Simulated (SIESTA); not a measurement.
Short convergence ladders for AlNi (Cmm2, 2 atoms in the cell)

```
CELL_PARAMETERS angstrom
      1.93288    -1.94733     0.00000
      1.93288     1.94733     0.00000
      0.00000     0.00000     3.09013
ATOMIC_POSITIONS crystal
  Al 0.00000 0.00000 0.01618
  Ni 0.50000 0.50000 0.50000
```

Base method: GGA PBEsol, numerical atomic orbitals DZP, PseudoDojo PBEsol standard norm-conserving potentials (rewritten from UPF to PSML) (SIESTA).

Base settings: XC.functional = GGA; XC.authors = PBEsol; potentials = PseudoDojo PBEsol standard; PAO.BasisSize = DZP; PAO.EnergyShift = 0.01 Ry; MeshCutoff = 350 Ry; kgrid.MonkhorstPack = 6 6 5; OccupationFunction = MP; OccupationMPOrder = 0; ElectronicTemperature = 0.1 eV.

Core times come from one kind of shared machine, to one figure; runs under 30 s give none.

**Shifted k-point meshes**

Only quantities that move along the ladder and can be compared are tabulated.

| kgrid.MonkhorstPack | free energy less the last step's (meV/atom) | pressure (GPa) | largest difference of a force vector from the last step's (eV/Å) | core time / last (rough) |
|---|---|---|---|---|
| 2 2 2 shifted by 0.5 0.5 0.5 | 627.88 | 2.44 | 0.036 | 0.1 |
| 3 3 3 shifted by 0.5 0.5 0.5 | -69.61 | -0.59 | 0.023 | – |
| 4 4 4 shifted by 0.5 0.5 0.5 | 8.87 | 0.42 | 0.029 | – |
| 5 5 5 shifted by 0.5 0.5 0.5 | 0.67 | 0.77 | 0.002 | 0.1 |
| 6 6 6 shifted by 0.5 0.5 0.5 | 9.66 | 0.60 | 0.005 | – |
| 19 19 17 shifted by 0.5 0.5 0.5 | 0.00 | 0.55 | 0.000 | 1 |

Coarsest kgrid.MonkhorstPack that holds the pressure within 1 GPa of the last step, with all finer ones: 4 4 4 shifted by 0.5 0.5 0.5; the step before is off by 1.1 GPa.

Coarsest kgrid.MonkhorstPack that holds the free energy within 5 meV/atom: not settled: the last two steps still differ by 9.7 meV/atom, over half the tolerance, so the ladder does not show it.

Coarsest kgrid.MonkhorstPack that holds the forces within 0.01 eV/Å of the last step, with all finer ones: 5 5 5 shifted by 0.5 0.5 0.5, at about 0.1 of the last step's time; the step before is off by 0.029 eV/Å.

**The k-point mesh at a smearing width of 0.05 eV**

In this ladder: ElectronicTemperature = 0.05 eV.

The second cell is the first with its lattice scaled by 0.98.

Only quantities that move along the ladder and can be compared are tabulated.

| kgrid.MonkhorstPack | free energy less the last step's (meV/atom) | energy of the compressed cell less the first (meV/atom) | pressure (GPa) | largest difference of a force vector from the last step's (eV/Å) | core time / last (rough) |
|---|---|---|---|---|---|
| 4 4 4 | 16.19 | 26.09 | 0.32 | 0.019 | – |
| 6 6 6 | 0.48 | 28.44 | 0.74 | 0.002 | – |
| 9 9 8 | 0.30 | 27.88 | 0.61 | 0.005 | 0.1 |
| 13 13 12 | 1.41 | 27.92 | 0.60 | 0.000 | 0.4 |
| 16 16 14 | 0.49 | 27.44 | 0.50 | 0.000 | 0.5 |
| 23 23 21 | 0.00 | 27.67 | 0.55 | 0.000 | 1 |

Coarsest kgrid.MonkhorstPack that holds the energy of the compressed cell less the first within 1 meV/atom of the last step, with all finer ones: 6 6 6; the step before is off by 1.6 meV/atom.

Coarsest kgrid.MonkhorstPack that holds the forces within 0.01 eV/Å of the last step, with all finer ones: 6 6 6; the step before is off by 0.019 eV/Å.

Coarsest kgrid.MonkhorstPack that holds the free energy within 2 meV/atom of the last step, with all finer ones: 6 6 6; the step before is off by 16 meV/atom.

The energy difference between the two cells stays within 1 meV/atom of the last step's from 6 6 6 on, the total only from 16 16 14 on: much of the error is common to both cells and cancels.

**The SCF threshold**

In this ladder: SCF.DM.Tolerance = default; SCF.DM.Converge = false; SCF.H.Converge = false; SCF.FreeE.Converge = true.

The mesh stays at the base's, so the ladder's end is converged at best in this setting alone.

Only quantities that move along the ladder and can be compared are tabulated.

```csv
SCF.FreeE.Tolerance,free energy less the last step's (meV/atom),pressure (GPa)
1.0E-01 eV,19.93,0.69
1.0E-03 eV,19.93,0.69
1.0E-05 eV,0.02,0.36
1.0E-07 eV,0.00,0.37
1.0E-10 eV,0.00,0.37
```

Coarsest SCF.FreeE.Tolerance that holds the free energy within 2 meV/atom of the last step, with all finer ones: 1.0E-05 eV; the step before is off by 20 meV/atom.

Coarsest SCF.FreeE.Tolerance that holds the pressure within 0.05 GPa of the last step, with all finer ones: 1.0E-05 eV; the step before is off by 0.32 GPa.

Two neighbours can agree and both be off: 1.0E-01 eV and 1.0E-03 eV differ by 0.00 meV/atom in the free energy, yet lie about 20 meV/atom from the last step.

On the base run: the starting cell comes from a database of computed structures (which also holds hypothetical and non-ambient phases and stackings), without a prior relaxation at this level. Its lattice was rescaled by up to half a per cent. One atom was moved a little off its site on purpose. Spin polarisation is off. Values carry the incompleteness of an atom-centred basis. Without a gap this mesh is coarse (it stands for a supercell whose shortest vector is 15 Å).

Left out of this page: 1 run of the series failed or unconverged.
